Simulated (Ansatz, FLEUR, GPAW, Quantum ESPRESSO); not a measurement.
Code comparison for Co₃Os (I4/mmm, 4 atoms in the cell)

Self-consistent single point.

```
Co3Os
1.0
   -1.82926     1.82926     3.64722
    1.82926    -1.82926     3.64722
    1.82926     1.82926    -3.64722
Co Os
3 1
Cartesian
  0.00000   1.82926   1.82361
  1.82926   0.00000   1.82361
  0.00000   0.00000   3.64722
  0.00000   0.00000   0.00000
```
Moments meant for the start (each program seeds them in its own way; μB, in the order of the atoms Co Co Co Os): 3.0 3.0 3.0 0.0.

Shared settings, as Ansatz (a program for electronic structure) writes them: kpoints.mp_grid.grid = 7 7 7; scf.occupations.method = gaussian; scf.occupations.width = 0.272 eV. Potentials and cutoffs stand in the table.

```
code                                                                                     model  pressure (GPa)  size of the net moment (μB/atom)           cutoff
----------------  ----------------------------------------------------------------------------  --------------  --------------------------------  ---------------
Ansatz                                                     LDA (PW92), PAW files made with PBE          -32.44                              0.48           420 eV
FLEUR             LDA (Perdew-Zunger), all-electron FLAPW (FLEUR), scalar-relativistic valence               –                              0.41  Kmax 3.5 1/bohr
Quantum ESPRESSO                           LDA (PZ), GBRV 1.5 ultrasoft (LDA) pseudopotentials          -32.49                              0.56            50 Ry
GPAW                             LDA (Perdew-Wang 92), GPAW PAW datasets LDA (gpaw-data 1.0.1)          -32.35                              0.47           800 eV
```

A dash marks a value that a program does not give, or that is left out as unsure.

The net moments differ, which can mean other magnetic states; other values may part for that reason too.

On Ansatz's run: spin-orbit coupling is off. The magnetic order is the one reached from the typed start; others were not searched systematically.

The spread over the programs that give each value: pressure within 0.14 GPa; size of the net moment within 0.15 μB/atom.

FLEUR treats all electrons, but the usual bases taken here (sphere radii, linearisation, local orbitals, empty states) were not tested for convergence, so the values are no reference for the others. Ansatz's pressure is given at a fixed set of plane waves, as the other plane-wave codes print theirs; with its correction for the finite basis it is -32.35 GPa. The same LDA comes in different parametrisations, which differ slightly.

The starting cell comes from a database of computed structures (which also holds hypothetical and non-ambient phases and stackings), without a prior relaxation at this level. Its lattice was rescaled by a random factor within 2.5 % of one.

Left out of this page: SIESTA (unsound by tests on forces, stress, charge or solver warnings).

Keys are those of Ansatz 0.2.
